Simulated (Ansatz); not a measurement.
A self-consistent single point of ZrTiTe4 (Pm, 6 atoms in the cell) with Ansatz (a first-principles code).

Computed with PBEsol, default PAW files made with PBE (plane waves; Ansatz).

```xyz
6
Lattice="6.7722 0.0000 0.0000 0.0000 3.9131 0.0000 -0.0140 0.0000 6.8480" Properties=species:S:1:pos:R:3 pbc="T T T"
Zr     3.3861     1.9566     0.0500
Ti     0.0000     0.0000     0.0000
Te     5.7152     1.9566     1.6917
Te     1.0430     1.9566     5.1563
Te     2.1888     0.0000     1.7505
Te     4.5693     0.0000     5.0975
```

Reference input (self-consistent single point, DFT, PBEsol, plane waves, default PAW files made with PBE): basis.ecutwfc = 420 eV; kpoints.mp_grid.grid = 3 7 3; hamiltonian.xc = pbesol; hamiltonian.pseudopotentials = {kind: paw} (the program's default PAW files); scf.occupations.method = gaussian; scf.occupations.width = 0.1 eV. This run's input differs from it in these lines:

Ansatz 0.2 input:
```diff
@@ -17,3 +17,3 @@
   mp_grid:
-    grid: [3, 7, 3]
+    grid: [6, 9, 6]
 hamiltonian:
@@ -25,3 +25,3 @@
     method: gaussian
-    width: 0.1
+    width: 0.05
 output:
```

Output (repeated stretches shortened):

```
SCF iter   1: F=—  HF=-34213.165951 eV  |F-HF|=—  |Δ(HF+E_count)|=         —  Δρ=4.72e-3  dr2=5.62e-2  ethr=1.77e-3  ⟨swp⟩=7.8  Hψ=21349  notcnv=0  defer=1
all-band conjugate gradients solve this SCF's bands
preconditioner: auto → LDOS
SCF iter   2: F=—  HF=-34213.162145 eV  |F-HF|=—  |Δ(HF+E_count)|=   3.81e-3  Δρ=3.71e-3  dr2=4.23e-2  ethr=6.38e-5  ⟨swp⟩=2.8  Hψ=11529  notcnv=0  defer=158
   [... lines left out ...]
SCF iter   4: F=—  HF=-34213.157548 eV  |F-HF|=—  |Δ(HF+E_count)|=   9.92e-5  Δρ=2.09e-4  dr2=1.21e-4  ethr=2.31e-6  ⟨swp⟩=1.7  Hψ=5424  notcnv=0  defer=158
SCF iter   5: F=—  HF=-34213.157538 eV  |F-HF|=—  |Δ(HF+E_count)|=   1.01e-5  Δρ=4.12e-5  dr2=6.34e-6  ethr=1.38e-7  ⟨swp⟩=2.0  Hψ=6333  notcnv=0  defer=158
SCF iter   6: F=—  HF=-34213.157486 eV  |F-HF|=—  |Δ(HF+E_count)|=   5.17e-5  Δρ=1.31e-5  dr2=4.12e-7  ethr=7.21e-9  ⟨swp⟩=2.0  Hψ=8889  notcnv=0  defer=158
SCF iter   7: F=-34213.157486 eV  HF=-34213.157486 eV  |F-HF|=1.91e-8  |Δ(HF+E_count)|=   1.51e-8  Δρ=3.44e-6  dr2=2.93e-8  ethr=1.14e-10  ⟨swp⟩=10.2  Hψ=21456  notcnv=0
SCF 1 converged in 7 iterations: F = -34213.157486 eV  dr2 = 2.93e-8
Free energy (F): -34213.157486 eV
Internal energy: -34213.154261 eV  (E = F + TS)
E sigma→0 (E₀):  -34213.155874 eV
Entropy (-TS):   -0.003225 eV (-0.537 meV/atom)
Fermi energy:    9.013448 eV
--- Forces (eV/Å), atoms counted from 1 ---
  atom   1  Zr     0.04896746     0.00000000    -0.43049335
  atom   2  Ti    -0.04807774     0.00000000    -0.09390477
  atom   3  Te     0.09577189     0.00000000     0.12171012
  atom   4  Te     0.04034454     0.00000000     0.06526474
  atom   5  Te    -0.11087401     0.00000000     0.20530813
  atom   6  Te    -0.02613072     0.00000000     0.13212788
--- Stress (GPa, compression-positive) ---
       -2.505920       0.000000      -0.037153
        0.000000      -2.832059       0.000000
       -0.037153       0.000000      -1.493304
  P = ⅓ Tr σ = -2.2771 GPa (-22.771 kbar)
  The stress holds the Pulay correction. Without it, at fixed plane waves, as pw.x and ABINIT print it: P = -2.3000 GPa
```

The run converged in 7 iterations. Against the reference run the free energy goes up by 3.3 meV/atom, the pressure stays near -2.28 GPa while the xx stress (positive for compression) goes from -2.86 to -2.51 GPa and the largest force hardly changes (0.429 to 0.433 eV/Å).

The starting cell comes from a database of computed structures (which also holds hypothetical and non-ambient phases and stackings), without a prior relaxation at this level. Its lattice was rescaled by up to half a per cent. One atom was moved a little off its site on purpose. Spin-orbit coupling is off. Spin polarisation is off, so a magnetic state, if there is one, cannot be reached. Ansatz's pressure includes its estimate of the finite-basis (Pulay) stress.

Cost on one core of a shared machine: roughly 60 s.
